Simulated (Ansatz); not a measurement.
Base system: Pt in the fcc (Cu type) structure (space group Fm-3m, No. 225; a = 3.920 Å; relaxed with 0.1 eV smearing). Axes: x, y, z lie along the cube axes.

Method: Ansatz (a quantum-chemistry and plane-wave program) PBEsol, scalar-relativistic without spin-orbit coupling.

Now apply this change: biaxial strain −1.50 %, plane normal [001], relaxed out of plane (Cartesian); in-plane vectors clamped, the third vector and the atoms free.

Question: What happens to the in-plane stress?

Answer: The mean in-plane stress (compression positive) amounts to +4.5 GPa.

Question: Predict the new out-of-plane strain.

Answer: The out-of-plane strain amounts to +2.08 %.

Question: What does the calculation give for the energy relative to the base after the change?

Answer: The energy grows by 6.1 meV/atom.

No phonon test of stability was made. The final runs are not spin-polarised.
